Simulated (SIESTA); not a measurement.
## Input and output of a self-consistent single point for K (Im-3m, 1 atom in the cell) (SIESTA)

Method: GGA PBE, numerical atomic orbitals DZP, PseudoDojo PBE standard norm-conserving potentials (rewritten from UPF to PSML) (SIESTA).

The input file:

```
# files in the folder: K.psml (PseudoDojo PBE standard)
SystemName  K
SystemLabel siesta

NumberOfAtoms                1
NumberOfSpecies              1
%block ChemicalSpeciesLabel
  1 19 K
%endblock ChemicalSpeciesLabel
LatticeConstant              1.0 Bohr
%block LatticeVectors
    -4.988876969    4.988876969    4.988876969
     4.988876969   -4.988876969    4.988876969
     4.988876969    4.988876969   -4.988876969
%endblock LatticeVectors
AtomicCoordinatesFormat      Fractional
%block AtomicCoordinatesAndAtomicSpecies
     0.000000000    0.000000000    0.000000000  1
%endblock AtomicCoordinatesAndAtomicSpecies

XC.functional                GGA
XC.authors                   PBE
PAO.BasisSize                DZP
PAO.EnergyShift              0.01 Ry
MeshCutoff                   350 Ry
%block kgrid.MonkhorstPack
    9   0   0  0.0
    0   9   0  0.0
    0   0   9  0.0
%endblock kgrid.MonkhorstPack
OccupationFunction           MP
OccupationMPOrder            0
ElectronicTemperature        136.0 meV

MaxSCFIterations             150
SCF.Mixer.Method             Pulay
SCF.Mixer.Weight             0.1
SCF.Mixer.History            6
SCF.DM.Tolerance             1.0E-04
Diag.ParallelOverK           true
WriteForces                  true
```

The program printed (abridged):

```
reinit: Reading from file input.fdf

reinit: System Name: K
reinit: System Label: siesta

coor:   Atomic-coordinates input format  =     Fractional

siesta: Atomic coordinates (Bohr) and species
siesta:      0.00000   0.00000   0.00000  1        1

siesta: System type = bulk

initatomlists: Number of atoms, orbitals, and projectors:      1     9    18

siesta: ******************** Simulation parameters ****************************
redata: Spin configuration                          = none
redata: Time-Reversal Symmetry                      = T
redata: Number of Atomic Species                    =        1
redata: Mesh Cutoff                                 =   350.0000 Ry
redata: Net charge of the system                    =     0.0000 |e|
redata: Min. number of SCF Iter                     =        0
redata: Max. number of SCF Iter                     =      150
redata: SCF convergence failure will abort job
redata: SCF mix quantity                            = Hamiltonian
redata: Mix DM or H after convergence               =   F
redata: Recompute H after scf cycle                 =   F
redata: Mix DM in first SCF step                    =   T
redata: No kicks to SCF
redata: DM Mixing Weight for Kicks                  =     0.5000
redata: Require Harris convergence for SCF          =   F
redata: Harris energy tolerance for SCF             =     0.000100 eV
redata: Require DM convergence for SCF              =   T
redata: DM tolerance for SCF                        =     0.000100
redata: Require EDM convergence for SCF             =   F
redata: EDM tolerance for SCF                       =     0.001000 eV
redata: Require H convergence for SCF               =   T
redata: Hamiltonian tolerance for SCF               =     0.001000 eV
redata: Require (free) Energy convergence for SCF   =   F
redata: (free) Energy tolerance for SCF             =     0.000100 eV
redata: Using DFT-D3 dispersion                     =   F
redata: Using Saved Data (generic)                  =   F
redata: Method of Calculation                       = Diagonalization
redata: Electronic Temperature                      =  1578.2145 K
redata: Number of TDED substeps                     =        3
redata: Dynamics option                             = Single-point calculation
redata: Save all siesta data in one NC              =   F
redata: ***********************************************************************

%block SCF.Mixers
  Pulay
%endblock SCF.Mixers

%block SCF.Mixer.Pulay
  # Mixing method
  method pulay
  variant stable

  # Mixing options
  weight 0.1000
  weight.linear 0.1000
  history 6
%endblock SCF.Mixer.Pulay

DM_history_depth set to one: no extrapolation allowed by default for geometry relaxation
Size of DM history Fstack: 1
Total number of electrons:     9.000000
Total ionic charge:     9.000000

* ProcessorY, Blocksize:    1  10

* Orbital distribution balance (max,min):     9     9

 Kpoints in:          405 . Kpoints trimmed:          365

siesta: k-grid: Number of k-points = 365
siesta: k-points from Monkhorst-Pack grid
siesta: k-cutoff (effective) =    20.577 Ang
siesta: k-point supercell and displacements
siesta: k-grid:     9     0     0      0.000
siesta: k-grid:     0     9     0      0.000
siesta: k-grid:     0     0     9      0.000

diag: Algorithm                                     = D&C
diag: Parallel over k                               =   F
diag: Use parallel 2D distribution                  =   F
diag: Parallel block-size                           = 10
diag: Parallel distribution                         =     1 x     1
diag: Used triangular part                          = Lower
diag: Absolute tolerance                            =  0.100E-15
diag: Orthogonalization factor                      =  0.100E-05
diag: Memory factor                                 =  1.0000

superc: Internal auxiliary supercell:     5 x     5 x     5  =     125
superc: Number of atoms, orbitals, and projectors:    125   1125   2250

                        Single-point calculation

superc: Internal auxiliary supercell:     5 x     5 x     5  =     125
superc: Number of atoms, orbitals, and projectors:    125   1125   2250

outcell: Unit cell vectors (Ang):
       -2.640000    2.640000    2.640000
        2.640000   -2.640000    2.640000
        2.640000    2.640000   -2.640000

outcell: Cell vector modules (Ang)   :    4.572614    4.572614    4.572614
outcell: Cell angles (23,13,12) (deg):    109.4712    109.4712    109.4712
outcell: Cell volume (Ang**3)        :     73.5990
new_DM -- step:     1
Initializing Density Matrix...

Attempting to read DM from file... Failed...
DM filled with atomic data:

InitMesh: MESH = 48 x 48 x 48 = 110592
InitMesh: Mesh cutoff (required, used) =   350.000   456.822 Ry

stepf: Methfessel-Paxton step function
       Using Hermite-Gauss polynomials of order  0

        iscf     Eharris(eV)        E_KS(eV)     FreeEng(eV)     dDmax    Ef(eV) dHmax(eV)
   scf:    1     -817.448903     -817.112485     -817.117844  0.565744 -2.554864  1.982575
   scf:    2     -817.134275     -817.123464     -817.128822  0.010228 -2.567324  1.728053
   scf:    3     -817.183007     -817.156491     -817.161843  0.065214 -2.648923  0.031099
   scf:    4     -817.154866     -817.155765     -817.161118  0.011046 -2.667950  0.269216
   scf:    5     -817.157090     -817.156499     -817.161853  0.009848 -2.655583  0.000300
mix: Pulay -- inversion failed, > SVD [rank/size] 2 / 4
   scf:    6     -817.156499     -817.156499     -817.161853  0.000011 -2.655573  0.000009

SCF Convergence by DM+H criterion
max |DM_out - DM_in|         :     0.0000107478
max |H_out - H_in|      (eV) :     0.0000087759
SCF cycle converged after 6 iterations

Using DM_out to compute the final energy and forces

siesta: E_KS(eV) =             -817.1565

siesta: E_KS - E_eggbox =      -817.1565

siesta: Atomic forces (eV/Ang):
     1    0.000000   -0.000000    0.000000
   Tot    0.000000   -0.000000    0.000000
   Max    0.000000
   Res    0.000000    sqrt( Sum f_i^2 / 3N )
   Max    0.000000    constrained

Stress tensor Voigt[x,y,z,yz,xz,xy] (kbar):       -1.83       -1.83       -1.83        0.00        0.00        0.00
(Free)E + p*V (eV/cell)     -817.0776
Target enthalpy (eV/cell)     -817.1619

siesta: Program's energy decomposition (eV):
siesta: Ebs     =      -183.669975
siesta: Eions   =      1544.345049
siesta: Ena     =       496.685085
siesta: Ekin    =       278.196557
siesta: Enl     =       113.574265
siesta: Eso     =         0.000000
siesta: Edftu   =         0.000000
siesta: DEna    =        11.300070
siesta: DUscf   =         0.149086
siesta: DUext   =         0.000000
siesta: Ex      =      -160.793119
siesta: Ec      =       -11.923394
siesta: Exc     =      -172.716513
siesta: Eharris =      -817.156499
siesta: Etot    =      -817.156499
siesta: FreeEng =      -817.161853

siesta: Stress tensor (static) (eV/Ang**3):
siesta:    -0.001145    0.000001    0.000001
siesta:     0.000001   -0.001145    0.000001
siesta:     0.000001    0.000001   -0.001145

siesta: Cell volume =         73.598976 Ang**3

siesta: Pressure (static):
siesta:                Solid            Molecule  Units
siesta:           0.00001247          0.00001247  Ry/Bohr**3
siesta:           0.00114493          0.00114493  eV/Ang**3
siesta:           1.83437986          1.83437986  kBar
```

The run converged in 6 iterations.

The starting cell has typed, rounded lattice constants, without a prior relaxation at this level. Values carry the incompleteness of an atom-centred basis.
